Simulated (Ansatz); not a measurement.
Functionals compared on the (111) surface of germanium, H on every top atom (bottom of the slab: one H an atom), in Ansatz (plane waves, PAW). The structure was relaxed with PBE; the other rows are single points on it. Cutoff 420 eV (500 eV for r2SCAN).

Set-up: 8 atoms, 10.6 Å thick at the start with caps and adatoms (thin: gaps and levels are the slab's own); mesh 9x9x1; 0.025 eV smearing; dipole correction on; 2 atoms held, the rest relaxed; symmetry of the start imposed; no spin, no spin-orbit, no U. These notes are the PBE run's.

```csv
functional,gap of the slab on its k-mesh (eV),highest filled level below the top vacuum level (eV)
PBE,0.33,4.46
r2SCAN,0.60,4.61
```

Ansatz is a quantum-chemistry and plane-wave program.
